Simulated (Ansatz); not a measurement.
For SiC (model structure, started from the NiAs type, P6₃/mmc, No. 194, 4 atoms in the cell), PBEsol in Ansatz (PAW) gives:

| Item | Value |
|---|---|
| equilibrium lattice constant a | 2.852 Å |
| c axis length | 4.734 Å |

Q: What does PBE-D3(BJ) in Ansatz (PAW) give for the same quantities?

A: 
- lattice constant a: 2.843 Å (decreases by 0.3 %)
- lattice parameter c: 4.714 Å (falls by 0.4 %)

Changes are worked out from the printed values.

Unless a cell is named, each level is at its own relaxed cell (PBEsol 8.34, PBE-D3(BJ) 8.25 Å³/atom).

Ansatz's density-functional and Hartree–Fock values are scalar-relativistic unless marked +SOC, with PAW data made under PBE.

A model structure was made by putting elements into a prototype or built by hand; it is no filed structure, need not be a known phase, and can be a saddle point held by its symmetry.

Ansatz is an electronic-structure program.
